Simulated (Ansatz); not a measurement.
# CsSnI₃ (P4/mbm, No. 127, 10 atoms in the cell; start COD 4117958; high-temperature phase)

All values below come from PBEsol (plane waves, PAW; Ansatz, a first-principles code).

Run with plane-wave cutoff 520 eV, 4×4×6 k mesh (along the axes of the cell as run), Fermi–Dirac smearing 0.01 eV, scalar-relativistic PAW data made under PBE.

Cell (measured lattice):

```xyz
10
Lattice="8.7182 0.0000 0.0000 0.0000 8.7182 0.0000 0.0000 0.0000 6.1908" Properties=species:S:1:pos:R:3 pbc="T T T"
Cs     0.0000     4.3591     0.0000
Cs     4.3591     0.0000     0.0000
I      2.4088     1.9503     3.0954
I      6.3094     6.7679     3.0954
I      1.9503     6.3094     3.0954
I      6.7679     2.4088     3.0954
I      4.3591     4.3591     0.0000
I      0.0000     0.0000     0.0000
Sn     4.3591     4.3591     3.0954
Sn     0.0000     0.0000     3.0954
```

* **band gap**: 0.27 eV
* **Γ–Γ gap**: 1.57 eV

Note: held by symmetry at 0 K, a high-temperature phase can be a saddle point; cell and atoms aren't relaxed at this level (largest force component 0.02 eV/Å, pressure -0.4 GPa).

Spin–orbit coupling is not included; it can close the smallest gap of 0.27 eV.

Computed values are for the static lattice.

It cost roughly 6 core-minutes of CPU time.
